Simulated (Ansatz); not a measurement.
An Ansatz (a first-principles code) run: CsPbBr3 with a change (Cs → Ba); r2SCAN (Ansatz), no spin-orbit coupling, earlier PAW set.

Input:

Ansatz 0.2 input:
```yaml
crystal:
  lattice:
    - [5.9133599599, 0, 0]
    - [0, 5.9133599599, 0]
    - [0, 0, 5.9133599599]
  atoms:
    - { symbol: Ba, position: [0, 0, 0] }
    - { symbol: Pb, position: [0.5, 0.5, 0.5] }
    - { symbol: Br, position: [0, 0.5, 0.5] }
    - { symbol: Br, position: [0.5, 0.5, 0] }
    - { symbol: Br, position: [0.5, 0, 0.5] }
basis: { ecutwfc: 500, ecutrho_ratio: 4, xc_grid: 4, fft_grid_basis: typed }
kpoints: { mp_grid: { grid: [8, 8, 8] } }
hamiltonian:
  xc: r2scan
  dispersion: none
  pseudopotentials: { azcp: { folder: ./paw }, kind: paw }
scf: { occupations: { method: fermi_dirac, width: 0.05 }, convergence: { dr2_threshold: 0.0000000005 } }
output: { forces: true, stress: true }
checkpoint: { write: state.ck, write_every: 1000 }
```

Output:

```
WARN ansatz: RAYON_NUM_THREADS=2 ignored (pool sized by the plan → 2); use --threads N
Pseudopotentials: kind: paw
Pseudopotential: Ba, paw, valence charge 10
Pseudopotential: Pb, paw, valence charge 14
Pseudopotential: Br, paw, valence charge 7
Functional definition: r2SCAN
Crystal: 5 atoms, lattice volume = 206.777 Å³
Basis set: ecut = 500 eV, 5257 PW (Γ), exchange–correlation on 180×180×180 points (64 copies of the dense FFT grid, shifted against one another)
Bands: 28, of which v1, the nominal top of the filled ones, is band 23 counted from 1 (22 counted from 0)
Symmetry: 48 space group operations
Space group: Pm-3m (ITA 221), of the structure as read, at distance tolerance 5.9e-5 Å
k-points: 35 of 512
PAW frozen core: Ba, regenerated for the run's functional
PAW frozen core: Pb, regenerated for the run's functional
PAW frozen core: Br, regenerated for the run's functional
Initial density: superposition of atomic densities (chi_scale 0.1, normalization cell, long waves kept (reshape's long-wave potential 0.02 eV rms))
Initial wavefunctions: pseudopotential atomic-orbital guess
Eigensolver: davidson
Functional: x = r2scan, c = r2scan; τ floored in thin density (d = 2e-4 eV/Å³)
SCF iter   1: F=—  HF=-26273.405685 eV  |F-HF|=—  |Δ(HF+E_count)|=         —  Δρ=2.39e-2  dr2=4.50e0  dr2_τ=1.82e-2  ethr=3.10e-3  ⟨swp⟩=11.5  Hψ=14451  notcnv=0  defer=1
all-band conjugate gradients solve this SCF's bands
automatic band count: the SCF goes on with 33 bands, as 28 were too few: the levels above may hold too much charge
preconditioner: auto → Kerker (q_TF=auto, 2.116 Å⁻¹)
SCF iter   2: F=—  HF=-26272.643925 eV  |F-HF|=—  |Δ(HF+E_count)|=   7.62e-1  Δρ=1.54e-2  dr2=2.29e0  dr2_τ=1.86e-2  ethr=3.10e-3  ⟨swp⟩=3.4  Hψ=1934  notcnv=0  defer=37
SCF iter   3: F=—  HF=-26272.043883 eV  |F-HF|=—  |Δ(HF+E_count)|=   6.00e-1  Δρ=4.87e-3  dr2=1.19e-1  dr2_τ=6.87e-3  ethr=3.10e-3  ⟨swp⟩=5.5  Hψ=3493  notcnv=0  defer=28
SCF iter   4: F=—  HF=-26272.051139 eV  |F-HF|=—  |Δ(HF+E_count)|=   7.26e-3  Δρ=1.52e-3  dr2=5.76e-3  dr2_τ=2.41e-4  ethr=2.64e-4  ⟨swp⟩=3.9  Hψ=2219  notcnv=0  defer=23
SCF iter   5: F=—  HF=-26272.055727 eV  |F-HF|=—  |Δ(HF+E_count)|=   4.59e-3  Δρ=4.44e-4  dr2=1.13e-3  dr2_τ=6.54e-6  ethr=1.28e-5  ⟨swp⟩=3.2  Hψ=2481  notcnv=0  defer=19
SCF iter   6: F=—  HF=-26272.055983 eV  |F-HF|=—  |Δ(HF+E_count)|=   2.56e-4  Δρ=1.38e-4  dr2=1.11e-4  dr2_τ=1.89e-6  ethr=2.51e-6  ⟨swp⟩=2.6  Hψ=1932  notcnv=0  defer=17
SCF iter   7: F=—  HF=-26272.055999 eV  |F-HF|=—  |Δ(HF+E_count)|=   1.56e-5  Δρ=5.76e-5  dr2=2.45e-5  dr2_τ=2.22e-7  ethr=2.46e-7  ⟨swp⟩=2.3  Hψ=1931  notcnv=0  defer=17
SCF iter   8: F=—  HF=-26272.056003 eV  |F-HF|=—  |Δ(HF+E_count)|=   4.12e-6  Δρ=1.40e-5  dr2=1.24e-6  dr2_τ=2.32e-8  ethr=5.45e-8  ⟨swp⟩=2.2  Hψ=1620  notcnv=0  defer=17
SCF iter   9: F=—  HF=-26272.055960 eV  |F-HF|=—  |Δ(HF+E_count)|=   4.31e-5  Δρ=3.31e-6  dr2=7.51e-8  dr2_τ=6.06e-10  ethr=2.75e-9  ⟨swp⟩=2.0  Hψ=1579  notcnv=0  defer=17
SCF iter  10: F=—  HF=-26272.055960 eV  |F-HF|=—  |Δ(HF+E_count)|=   1.56e-8  Δρ=1.05e-6  dr2=3.53e-9  dr2_τ=9.74e-11  ethr=1.67e-10  ⟨swp⟩=2.6  Hψ=1877  notcnv=0  defer=17
SCF iter  11: F=-26272.055960 eV  HF=-26272.055960 eV  |F-HF|=0.00e0  |Δ(HF+E_count)|=   2.48e-9  Δρ=2.76e-7  dr2=2.21e-10  dr2_τ=7.79e-12  ethr=1.11e-12  ⟨swp⟩=5.0  Hψ=4089  notcnv=0
SCF 1 converged in 11 iterations: F = -26272.055960 eV  dr2 = 2.21e-10
SCF converged after 11 iterations
Free energy (F): -26272.055960 eV
Harris-Foulkes:  -26272.055960 eV  (|F-HF|=0.00e0)
Internal energy: -26272.026905 eV  (E = F + TS)
E sigma→0 (E₀):  -26272.041432 eV
Entropy (-TS):   -0.029055 eV (-5.811 meV/atom)
Fermi energy:    6.781604 eV
--- Per-component energies (eV) ---
  E_band       = -281.261014
  E_kinetic    = 842.692994
  E_local      = -2681.345272  (includes V_loc(G=0)·N_el)
  E_nonlocal   = 551.002382
  E_hartree    = 973.198386
  E_xc         = -927.995212
  E_vxc        = -647.990568  (∫ρ·V_xc dr)
  E_paw        = -22651.296386  (= ΣΔE_a)
  E_vpaw       = -327.575872  (= ΣTr[D̂ρ^β])
  E_aug_tail   = -0.000015  (compensation charges beyond the density's cutoff)
  E_vtau       = 35.559119  (kinetic-family band-sum trace: ∫τ·v_τ [+ j·A + Jᵃ·Aᵃ] dr)
  E_ewald      = -2378.844923
  E_core_change = 0.561141  (= ΣΔE_core)
  E_smearing   = -0.029055  (= −TS)
  E_closure    = -0.000000  (closes the sum)
  Σ components = -26272.055960   (vs F -26272.055960, Δ=0.00e0)
  [band-id]    e_kinetic+e_local+e_nonlocal+2·e_hartree+e_vxc+e_vpaw+e_augmentation_tail+e_vtau = -281.260460   (vs E_band -281.261014, Δ=5.53e-4)
--- Forces (eV/Å), atoms counted from 1 ---
  atom   1  Ba    -0.00000000     0.00000000     0.00000000
  atom   2  Pb     0.00000000    -0.00000000    -0.00000000
  atom   3  Br     0.00000000     0.00000000     0.00000000
  atom   4  Br     0.00000000     0.00000000    -0.00000000
  atom   5  Br     0.00000000    -0.00000000     0.00000000
  max |Σ_I F_I| component: 5.00e-29 eV/Å
--- Stress (GPa, compression-positive) ---
        0.000114       0.000000       0.000000
        0.000000       0.000114       0.000000
       -0.000000       0.000000       0.000114
  P = ⅓ Tr σ = 0.0001 GPa (0.001 kbar)
  The stress holds the Pulay correction. Without it, at fixed plane waves, as pw.x and ABINIT print it: P = -0.0112 GPa
  The stress includes an estimate of the error left by incomplete SCF convergence (largest component -0.0001 GPa).
--- Band table ---
  band table: none
```

Whether these cells are dynamically stable was not tested. The final runs are not spin-polarised. An odd electron count without spin: BaPbBr3. The cell was made from CsPbBr3 by this change: Cs → Ba; the result is a hypothetical phase, not in the database extracts checked. Many cubic perovskites are stable only at high temperature; tilts and polar distortions were not tested.
